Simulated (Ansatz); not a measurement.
The reference is AgI in the rock salt structure (space group Fm-3m, No. 225; a = 5.985 Å; a cell from a computed database, its experimental status unchecked).

Now apply this change: a hydrostatic pressure of 1.5 GPa.

Levels (all Ansatz, a quantum-chemistry and plane-wave program, PAW): PBEsol (420 eV, spin-orbit coupling left out); HSE06+SOC (420 eV, spin-orbit coupling included).

The geometry is relaxed with PBEsol.

| Property | Result |
|---|---|
| PBEsol lowest conduction level above the VBM at special points | X 0.30 eV; Γ 0.98 eV; U 1.87 eV |

**Question.** Predict the lowest conduction level above the VBM at special points from HSE06+SOC.

**Answer.** The lowest conduction level above the VBM at special points goes from X 0.30 eV; Γ 0.98 eV; U 1.87 eV to X 1.22 eV; Γ 2.04 eV; U 2.78 eV.

Single points use the geometry relaxed with PBEsol. HSE06 gaps are upper bounds (no full band path). Differences between runs with and without spin-orbit coupling are approximate. The levels and masses belong to the bands next to the band gap. Load acts through the strain it causes; cell and atoms are relaxed under it. Stability against distortions was not tested. This is not the structure that AgI has at room temperature and ambient pressure.
